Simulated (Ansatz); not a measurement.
Stishovite (SiO2), treated with revPBE (PAW; Ansatz, an electronic-structure program).

Numerical settings: plane-wave cutoff 520 eV, 8×8×12 k mesh (along the axes of the cell as run), Fermi–Dirac smearing 0.01 eV, scalar-relativistic PAW data made under PBE.

Energies at three volumes about the minimum:

```
V (Å³/atom)  E − E_lowest (meV/atom)
-----------  -----------------------
8.009                           2.58
8.173                           0.00
8.336                           2.37
```

### Question
Fit a parabola by hand: where is the minimum, and what is the bulk modulus?

### Answer
Slopes: (0.00 − 2.58)/(8.173 − 8.009) = -15.732 and (2.37 − 0.00)/(8.336 − 8.173) = 14.540 meV/Å³. Curvature E″ = 2 × (14.540 − (-15.732))/(8.336 − 8.009) = 185.150 meV/Å⁶. From the middle of the first interval, the slope vanishes at V0 = 8.0910 − (-15.732)/185.150 = 8.176 Å³/atom. B = V0 E″ = 8.176 × 185.150 meV/Å³ × 0.1602 GPa per meV/Å³ = 243 GPa. The full Birch–Murnaghan fit to all volumes gives V0 = 8.172 Å³/atom and B0 = 241 GPa.

Shape and atoms are relaxed at each volume.

Measured, for comparison: bulk modulus 310 ± 1 GPa (300 K, not corrected to a static lattice; as tabulated in arXiv:1001.2066). Computed (rounded) less measured: bulk modulus -22 %.

Note: the bulk modulus comes from volumes at which shape and atoms were relaxed.
